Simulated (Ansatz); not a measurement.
System: SiSe2 (Ibam, No. 72, 6 atoms in the cell; start mp-1179443). Method: PBE0 in Ansatz (plane waves, PAW).

Run with plane-wave cutoff 500 eV, 6×6×6 k mesh, gaussian smearing 0.02 eV, scalar-relativistic PAW data made under PBE.

Cell (relaxed with PBEsol):

```yaml
crystal:
  lattice:
    - [-3.15028, 4.64532, 2.92814]
    - [3.15028, -4.64532, 2.92814]
    - [3.15028, 4.64532, -2.92814]
  atoms:
    - { symbol: Si, position: [0.75000, 0.75000, 0.00000] }
    - { symbol: Si, position: [0.25000, 0.25000, 0.00000] }
    - { symbol: Se, position: [0.37166, 0.70529, 0.07695] }
    - { symbol: Se, position: [0.62834, 0.29471, 0.92305] }
    - { symbol: Se, position: [0.12834, 0.20529, 0.33363] }
    - { symbol: Se, position: [0.87166, 0.79471, 0.66637] }
```

Problem. What does this level give for the band gap?

Solution. 
- band gap = 3.36 eV (on the SCF k mesh)

Note: cell and atoms aren't relaxed at this level.

Spin–orbit coupling is not included.

Computed values are for the static lattice.

A start named mp-… is a Materials Project structure, which need not be a measured phase.

Ansatz is an electronic-structure program.
